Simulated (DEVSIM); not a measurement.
Structure: abrupt In0.53Ga0.47As n-p junction, at 300 K.

Layer 1 from the left is In0.53Ga0.47As, thickness (μm) 0.290, Nd (cm⁻³) 8.4e16, τn (s) 6.9e-9, τp (s) 6.9e-9. Layer 2 from the left is In0.53Ga0.47As, thickness (μm) 94.0, Na (cm⁻³) 5.8e14, τn (s) 6.9e-9, τp (s) 6.9e-9.

Left contact: ohmic. Right contact: ohmic. Voltage is applied to the left contact. Recombination: SRH at mid-gap, radiative, Auger. Mobility is constant in doping.

Constants are typed, rounded textbook-type inputs, not results; the design itself was drawn at random and stands for no fabricated device. Values at 300 K.

In0.53Ga0.47As: gap (eV) 0.74, affinity (eV) 4.51, permittivity 13.9, Nc (cm⁻³) 2.1e17, Nv (cm⁻³) 7.7e18, μn (cm²/Vs) 12000, μp (cm²/Vs) 300, B (cm³/s) 9.6e-11, Cn (cm⁶/s) 5e-29, Cp (cm⁶/s) 5e-29.

Estimate by hand the built-in potential, the peak field at zero bias, the capacitance at 6 V, and compare with a numerical solution.


- Built-in potential: ni = √(Nc Nv) exp(−Eg/2kT) = 7.74e11 cm⁻³ with Eg = 0.740 eV; Vbi = kT/q ln(Na Nd/ni²) = 0.471 V; numerical 0.471 V.
- Peak field at zero bias: depletion approximation: W = √(2εVbi/(qN)) = 1.12 μm with N = 5.76e14 cm⁻³; field = 2Vbi/W = 8400 V/cm; numerical 15800 V/cm (estimate below by 47 %).
- Capacitance at 6 V: C = √(qεN / 2(Vbi + |V|)) = 2.96 nF/cm²; numerical 2.98 nF/cm².

DEVSIM, 1D drift-diffusion, Boltzmann statistics, complete ionisation; no tunnelling, impact ionisation, image-force lowering or self-heating.
